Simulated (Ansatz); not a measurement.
The parent structure is SiC in the wurtzite structure (space group P6_3mc, No. 186; a = 3.056 Å, c = 5.016 Å). Axes: x lies along a and z along c of the hexagonal cell.

Modification: the cell is stretched by 0.60 % along x with no lateral relaxation, atoms relaxed at fixed cell.

All numbers come from LDA in Ansatz (plane waves to 420 eV, PAW, no spin-orbit coupling).

Q: Give the band edges at the high-symmetry points of the new zone, measured from its valence-band maximum.

A: 
```
point  valence edge (eV)  conduction edge (eV)
-----  -----------------  --------------------
Γ                   0.00                  4.80
Y                  -1.27                  2.59
C₀                 -3.89                  2.14
Σ₀                 -3.89                  2.14
Z                  -0.72                  5.88
A₀                 -1.75                  5.09
E₀                 -1.75                  5.09
T                  -2.34                  3.21
S                  -1.19                  2.70
R                  -2.35                  3.26
```

The gap is 2.14 eV, indirect, Γ → Σ₀.

The cells carry an imposed strain or load. Whether these cells are dynamically stable was not tested. k-point labels follow each cell's own Brillouin zone.

Ansatz is a quantum-chemistry and plane-wave program.
